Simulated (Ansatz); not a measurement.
Take Ag in the fcc (Cu type) structure (space group Fm-3m, No. 225; a = 4.148 Å; relaxed with 0.1 eV smearing) as the base. Axes: x, y, z lie along the cube axes.

Method: Ansatz (a first-principles code), PBE, PAW, cutoff 420 eV, spin-orbit coupling left out.

It is then changed as follows: the cell is scaled by 0.9700 in all directions, atoms relaxed at fixed cell.

Predict the stress tensor and what it implies for the stiffness.

Stress of the strained cell less that of the base (GPa, compression positive):
```
   10.8     0.0     0.0
    0.0    10.8     0.0
    0.0     0.0    10.8
```

Then B = −ΔP/(ΔV/V₀) with ΔV/V₀ = -0.0873 gives secant stiffness values (nonlinear terms included at this strain): B ≈ 124 GPa.

As a check, the harmonic strain energy −½ V₀ Δσ:ε is 54 meV/atom; the computed energy rise is 47 meV/atom.

No phonon test of stability was made.
